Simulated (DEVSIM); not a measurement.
Structure: Cr/SiO2/n-Si capacitor, at 300 K.

| layer (left to right) | material | thickness (nm) | Nd (cm⁻³) |
|---|---|---|---|
| 1 | SiO2 | 1.60 | - |
| 2 | Si | 4400 | 8.5e15 |

Metal gate on the left, work function 4.5 eV. Fixed charge at the semiconductor interface 0 cm⁻² (in units of +e); no interface traps.

The device is made up for the run: typed textbook-type constants, with dimensions and the other settings drawn at random. Values at 300 K.

| parameter | SiO2 | Si |
|---|---|---|
| gap (eV) | 9 | 1.124 |
| affinity (eV) | 0.9 | 4.05 |
| permittivity | 3.9 | 11.7 |
| Nc (cm⁻³) | - | 2.86e19 |
| Nv (cm⁻³) | - | 3.1e19 |

DEVSIM, 1D Poisson equation in equilibrium, Boltzmann statistics, complete ionisation; no quantum confinement or tunnelling. Metal contacts follow the ideal Schottky-Mott rule: no Fermi-level pinning, no interface dipoles.

Question: Tabulate band edges, carrier densities and field at -0.2 V on the gate.

Answer: Energies count from the Fermi level of the right contact; mesh points crowd at the junctions.

```
x (μm)     Ec (eV)  Ev (eV)  n (cm⁻³)  p (cm⁻³)  field (V/cm)
---------  -------  -------  --------  --------  ------------
0.000        3.800   -5.200     < 1e2     < 1e2        -97000
0.0007376    3.793   -5.207     < 1e2     < 1e2        -97000
0.001359     3.787   -5.213     < 1e2     < 1e2        -97000
0.002369     0.632   -0.492     6.9e8    1.7e11        -32000
0.005422     0.622   -0.502     1.0e9    1.2e11        -32000
0.01094      0.605   -0.519     2.0e9    5.9e10        -31000
0.02257      0.570   -0.554     7.7e9    1.5e10        -30000
0.05758      0.474   -0.650    3.1e11     3.7e8        -25000
0.1209       0.342   -0.782    5.2e13   2200000        -17000
0.2457       0.226   -0.898    4.5e15     26000         -3300
0.5174       0.210   -0.914    8.5e15     14000           ≈ 0
1.381        0.210   -0.914    8.5e15     14000           ≈ 0
2.666        0.210   -0.914    8.5e15     14000           ≈ 0
3.579        0.210   -0.914    8.5e15     14000           ≈ 0
4.094        0.210   -0.914    8.5e15     14000           ≈ 0
4.251        0.210   -0.914    8.5e15     14000           ≈ 0
4.331        0.210   -0.914    8.5e15     14000           ≈ 0
4.367        0.210   -0.914    8.5e15     14000           ≈ 0
4.390        0.210   -0.914    8.5e15     14000           ≈ 0
4.396        0.210   -0.914    8.5e15     14000           ≈ 0
4.400        0.210   -0.914    8.5e15     14000           ≈ 0
4.402        0.210   -0.914    8.5e15     14000           ≈ 0
```
